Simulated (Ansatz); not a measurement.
Given:

```xyz
2
Lattice="0.0000 2.7194 2.7194 2.7194 0.0000 2.7194 2.7194 2.7194 0.0000" Properties=species:S:1:pos:R:3 pbc="T T T"
Ga     0.0000     0.0000     0.0000
P      1.3597     1.3597     1.3597
```

All values below come from HSE06, rigid bands (plane waves, PAW, scalar-relativistic; Ansatz, a program for electronic structure). Cell: cell and atoms relaxed with PBEsol.

Question: Predict the electron conductivity mass (n e² τ/σ) at 300 K, by direction if it differs.

Answer: 0.34 mₑ.

Question: Predict the hole conductivity mass (n e² τ/σ) at 300 K, by direction if it differs.

Answer: 0.41 mₑ.

Question: And the band gap?

Answer: 2.25 eV at this level.

Rigid bands, one relaxation time for all states, no polarons. Spin-orbit coupling is left out; where it splits the top of the valence band it changes the hole mass and lowers the gap by about a third of the splitting. Geometry: cell and atoms relaxed with PBEsol.
